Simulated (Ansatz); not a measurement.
Worked calculations on one periodic cell of amorphous Si₂₄O₅₀Ti: Si24O50Ti, 75 atoms, volume 1126.7 Å³, made by a melt-quench on the CHGNet potential and relaxed with DFT. O atoms were pushed apart under 1.9 Å during the dynamics, to hinder bonds among them. It is a model cell: composition and starting density were chosen by hand, and all elements were melted together. Cycles of charging were run to anneal it. Calculation: PBE, scalar-relativistic without spin-orbit coupling (plane waves to 420 eV, PAW; Ansatz, a program for electronic structure). Sampling: a 2×2×2 Γ-centred mesh; Fermi-Dirac width 0.02 eV; no spin polarisation. Its volume was held where the quench left it, its shape was held as a cube, and it stands at a mean pressure of -0.5 GPa with stress components up to 3.2 GPa; the relaxation ran on the zone centre alone. Its density went from a set 2.24 to 2.24 g/cm³. The cell is small and was quenched far faster than a real film, so it is one sample of the glass.

Q: Count formal charges (Si +4, O -2, Ti +4). What does the count lead one to expect at the Fermi level, and what does the calculation give?

A: 24 × (+4) + 50 × (-2) + 1 × (+4) = 0. The charges balance, so the anion-derived valence states can be full and a gap can open. On this mesh the highest filled and lowest empty level lie 4.32 eV apart; localised defect or tail levels set that (at the zone centre the more localised edge state sits most on one Ti atom with neighbours O 1.80 Å, O 1.82 Å, O 1.83 Å, O 1.83 Å), and the nearest spread-out levels lie 5.5 eV apart.

Four energies for an added electron at PBE on the zone centre alone (charged cells in a uniform background, spin-polarised): neutral at the neutral geometry -46210.836 eV; charged at the neutral geometry -46204.684 eV; charged and relaxed -46205.043 eV; neutral at the charged geometry -46210.127 eV.

Q: Find the two relaxation energies and their sum, the reorganisation energy.

A: On charging: -46204.684 − (-46205.043) = 0.359 eV. On discharging: -46210.127 − (-46210.836) = 0.709 eV. The sum is 1.068 eV. The carrier's level spreads over 2 of the 75 atoms' worth, so it counts as localised, most on one Ti atom with neighbours O 1.80 Å, O 1.82 Å, O 1.83 Å, O 1.83 Å (neutral geometry). The values are uncorrected: the image energy of a point charge in this cell, 2.84 × 14.40 / (2 × 10.4) = 2.0 eV before screening, is screened by electrons alone at the fixed geometry and by ions too after relaxing, and the carrier can be spread before it relaxes, so each term can be off by up to that value times 1/ε∞, some tenths of an eV. PBE's self-interaction favours spread-out carriers, so a hybrid can localise more.
